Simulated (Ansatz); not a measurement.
## A computed series for SiO2: response to strain

Take SiO$_{2}$ in the rutile structure (space group P4_2/mnm, No. 136; a = 4.185 Å, c = 2.669 Å) as the base. Axes: x, y, z lie along a, b, c of the conventional cell.

Strains are applied to the cell and any free atomic positions relax; under biaxial strain the out-of-plane vector relaxes too; under stress the whole cell relaxes.

Method: r2SCAN in Ansatz (plane waves to 500 eV, PAW, spin-orbit coupling left out).

Candidates:
(a) biaxial strain −1.25 %, plane normal [001], relaxed out of plane
(b) uniaxial stress, 5 GPa tension along x
(c) isotropic strain −4.07 %
(d) uniaxial stress, 5 GPa compression along x

For the base:

```
Quantity    Value
--------  -------
Band gap  6.51 eV
```

Task: Order them by band gap, lowest first.

Result: (b) uniaxial stress, 5 GPa tension along x (6.44 eV), (d) uniaxial stress, 5 GPa compression along x (6.60 eV), (a) biaxial strain −1.25 %, plane normal [001], relaxed out of plane (6.74 eV), (c) isotropic strain −4.07 % (8.18 eV)

Stability under load was not tested beyond the relaxation.

Ansatz is an electronic-structure program.
